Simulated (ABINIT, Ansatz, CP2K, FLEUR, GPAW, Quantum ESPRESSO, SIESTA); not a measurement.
One structure in several programs: Be5Co (F-43m, 6 atoms in the cell)

Self-consistent single point.

```
CELL_PARAMETERS angstrom
      0.00000     2.88393     2.88393
      2.88393     0.00000     2.88393
      2.88393     2.88393     0.00000
ATOMIC_POSITIONS crystal
  Be 0.25000 0.25000 0.25000
  Be 0.62557 0.62557 0.12329
  Be 0.62557 0.12329 0.62557
  Be 0.62557 0.62557 0.62557
  Be 0.12329 0.62557 0.62557
  Co 0.00000 0.00000 0.00000
```

All programs got the same cell, k-point mesh and kind of occupations (in Ansatz's words: kpoints.mp_grid.grid = 8 8 8; scf.occupations.method = fermi_dirac; scf.occupations.width = 0.0073 Ry); potentials, basis and cutoffs are each program's usual ones.

```tsv
code	model	pressure (GPa)	largest force (eV/Å)	k-points	cutoff
FLEUR	LDA (Perdew-Zunger), all-electron FLAPW (FLEUR), scalar-relativistic valence	–	0.035	29	Kmax 4.5 1/bohr
ABINIT	LDA (PW92), norm-conserving pseudopotentials (PseudoDojo nc-sr-04 LDA standard)	-6.93	0.037	29	48 Ha
CP2K	LDA (Pade form), GPW, DZVP-MOLOPT-SR-GTH basis, GTH-PADE potentials (GTH_POTENTIALS)	-6.76	0.024	260	grid 600 Ry
GPAW	LDA (Perdew-Wang 92), GPAW PAW datasets LDA (gpaw-data 1.0.1)	-5.63	0.035	29	850 eV
SIESTA	LDA PW92, numerical atomic orbitals DZP, PseudoDojo LDA standard norm-conserving potentials (rewritten from UPF to PSML)	-9.22	0.017	296	grid 300 Ry
Ansatz	LDA (PW92), PAW files made with PBE	-7.15	0.037	29	30.9 Ry
Quantum ESPRESSO	LDA (PZ), PSlibrary ultrasoft (LDA) pseudopotentials	-6.20	0.036	29	55 Ry
```

A dash marks a value that a program does not give, or that is left out as unsure.

The spread over the programs that give each value: pressure within 3.59 GPa; largest force within 0.020 eV/Å.

The starting cell comes from a database of computed structures (which also holds hypothetical and non-ambient phases and stackings), without a prior relaxation at this level. On Ansatz's run: Spin polarisation is off. In the base run, with a pressure of about -7 GPa the cell is away from its equilibrium volume at this level.

### Question
Why do the programs differ, and what cannot be compared?

### Answer
Differences of this kind can come from the potentials, where these differ, and from what each basis and cutoff leave unconverged. The valence holds different numbers of electrons (FLEUR 25, ABINIT 37, CP2K 37, GPAW 19, SIESTA 37, Ansatz (an electronic-structure program) 27, Quantum ESPRESSO 19). The zero of total energies and Fermi levels follows the potentials and each program's conventions, so they are not compared here. CP2K and SIESTA use small atom-centred bases, whose incompleteness enters pressures, forces and empty levels differently from a plane-wave cutoff. FLEUR treats all electrons, but the usual bases taken here (sphere radii, linearisation, local orbitals, empty states) were not tested for convergence, so the values are no reference for the others. Ansatz's pressure is given at a fixed set of plane waves, as the other plane-wave codes print theirs; with its correction for the finite basis it is -7.11 GPa. Ansatz's smearing width was typed in Ry to four decimals, so it matches the others to a few per cent. The same LDA comes in different parametrisations, which differ slightly. The programs reduce the same mesh by symmetry to different extents, which changes the work and not the result. In the pressure, SIESTA (by 2.66) lies more than 1 GPa from the median of the plane-wave programs.

Left out of this page: Elk (not drawn, or without a comparable value).

Keys are those of Ansatz 0.2.
